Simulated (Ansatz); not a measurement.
OH on the 1x1 (111) surface of fcc Ni, ferromagnetic, one in a 1x1 cell, energies for each (5.4 Å²). Energies are against H2O(g) − ½ H2(g), without zero-point or thermal terms; each row is named by its start. No converged result for: 1 more start.

Method: PBE (plane waves to 420 eV, PAW; Ansatz, a first-principles code).

Set-up: 6 atoms, 6.0 Å thick at the start under the adsorbate (thin: gaps and levels are the slab's own); mesh 14x14x1; 0.1 eV smearing; dipole correction on; 2 atoms held, the rest relaxed; each run with such symmetry as its start has; spin-polarised, no spin-orbit, no U, no dispersion correction.

A negative adsorption energy means that the adsorbate is more stable on the surface than in its reference. Starts that drift may end in the same place. Heights count from the host atoms within 0.3 Å of the top one.

```json
[
 {"starting site": "hollow Ni-Ni-Ni over Ni at depth 2.0 Å", "E_ads (eV)": "0.85", "height (Å)": "1.52", "nearest host atom (Å)": "Ni 1.96", "bonded to": "2 Ni", "Δ work function (eV)": "-0.25", "lateral drift (Å)": "0.7", "moment (μB)": "3.1"},
 {"starting site": "hollow Ni-Ni-Ni over Ni at depth 4.0 Å", "E_ads (eV)": "0.85", "height (Å)": "1.51", "nearest host atom (Å)": "Ni 1.96", "bonded to": "2 Ni", "Δ work function (eV)": "-0.22", "lateral drift (Å)": "0.6", "moment (μB)": "3.1"},
 {"starting site": "bridge Ni-Ni (span 2.5 Å)", "E_ads (eV)": "0.85", "height (Å)": "1.52", "nearest host atom (Å)": "Ni 1.96", "bonded to": "2 Ni", "Δ work function (eV)": "-0.25", "lateral drift (Å)": "0.1", "moment (μB)": "3.1"}
]
```
